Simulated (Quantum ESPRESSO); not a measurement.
## Several settings converged on CaC2 (I4/mmm, 3 atoms in the cell)

```
CaC2
1.0
    1.94397    -1.94397     3.21812
    1.94397     1.94397     3.21812
   -1.94397    -1.94397     3.21812
Ca C
1 2
Direct
  0.00000   0.00000   0.00000
  0.00000   0.59789   0.59789
  0.00000   0.40211   0.40211
```

Base method: LDA (PZ), GBRV 1.5 ultrasoft (LDA) pseudopotentials (plane waves; Quantum ESPRESSO).

Base settings: ecutwfc = 40 Ry; ecutrho = 200 Ry; occupations = smearing; smearing = fermi-dirac; degauss = 0.0036749 Ry; potentials = {Ca: ca_lda_v1.uspp.F.UPF, C: c_lda_v1.2.uspp.F.UPF}; K_POINTS = automatic 8 8 8 0 0 0; conv_thr = 1e-09 Ry; mixing_beta = 0.3.

**Zone-centre phonons against the cutoff**

In this ladder: occupations = fixed; smearing = default; degauss = default; nbnd = 15; ph.x.tr2_ph = 1e-14; ph.x.fildyn = dyn.G; ph.x.epsil = true; dynmat.x.fildyn = dyn.G; dynmat.x.asr = crystal. Moved along: ecutrho.

The mesh stays at the base's, so the ladder's end is converged at best in this setting alone.

Frequencies are those of the unrelaxed cell, without the LO-TO term of polar crystals.

Only quantities that move along the ladder and can be compared are tabulated.

| ecutwfc | highest zone-centre frequency (cm⁻¹) | lowest optical frequency (cm⁻¹) |
|---|---|---|
| 20 Ry | 1837.7 | 191.6 |
| 28 Ry | 1866.5 | 201.6 |
| 40 Ry | 1865.2 | 201.1 |
| 48 Ry | 1865.4 | 201.5 |

Coarsest ecutwfc that holds the lowest optical frequency within 5 cm⁻¹ of the last step, with all finer ones: 28 Ry; the step before is off by 9.9 cm⁻¹.

Coarsest ecutwfc that holds the highest zone-centre frequency within 1 cm⁻¹ of the last step, with all finer ones: 40 Ry; the step before is off by 1.1 cm⁻¹.

**Zone-centre phonons against the mesh**

In this ladder: occupations = fixed; smearing = default; degauss = default; nbnd = 15; ph.x.tr2_ph = 1e-14; ph.x.fildyn = dyn.G; ph.x.epsil = true; dynmat.x.fildyn = dyn.G; dynmat.x.asr = crystal.

Frequencies are those of the unrelaxed cell, without the LO-TO term of polar crystals.

Only quantities that move along the ladder and can be compared are tabulated.

```csv
K_POINTS,highest zone-centre frequency (cm⁻¹),lowest optical frequency (cm⁻¹),largest Born charge (mean of the diagonal) (e),mean ε∞
automatic 3 3 3 0 0 0,1867.7,196.2,2.328,4.185
automatic 5 5 5 0 0 0,1865.4,201.0,2.263,4.043
automatic 7 7 7 0 0 0,1865.2,201.1,2.260,4.039
automatic 9 9 9 0 0 0,1865.2,201.1,2.260,4.039
```

Coarsest K_POINTS that holds the lowest optical frequency within 2 cm⁻¹ of the last step, with all finer ones: automatic 5 5 5 0 0 0; the step before is off by 4.9 cm⁻¹.

Coarsest K_POINTS that holds the largest Born charge (mean of the diagonal) within 0.005 e of the last step, with all finer ones: automatic 5 5 5 0 0 0; the step before is off by 0.068 e.

Coarsest K_POINTS that holds the highest zone-centre frequency within 1 cm⁻¹ of the last step, with all finer ones: automatic 5 5 5 0 0 0; the step before is off by 2.5 cm⁻¹.

**The force threshold of a relaxation**

On CaC2 (I4mm, 3 atoms in the cell): one atom moved by 0.15 angstrom.

In this ladder: calculation = relax; tprnfor = default; tstress = default.

The mesh stays at the base's, so the ladder's end is converged at best in this setting alone.

Only quantities that move along the ladder and can be compared are tabulated.

| forc_conv_thr | largest force left (eV/Å) | relaxation steps |
|---|---|---|
| 0.0078 Ry/bohr | 0.0111 | 4 |
| 0.0019 Ry/bohr | 0.0111 | 4 |
| 0.00078 Ry/bohr | 0.0111 | 4 |
| 0.00019 Ry/bohr | 0.0010 | 5 |
| 3.9e-05 Ry/bohr | 0.0010 | 5 |

Coarsest forc_conv_thr that holds the largest force left within 0.005 eV/Å of the last step, with all finer ones: 0.00019 Ry/bohr; the step before is off by 0.010 eV/Å.

On the base run: the starting cell comes from a database of computed structures (which also holds hypothetical and non-ambient phases and stackings), without a prior relaxation at this level. Its lattice was rescaled by up to half a per cent. In the base run, with a pressure of about -6 GPa the cell is away from its equilibrium volume at this level.
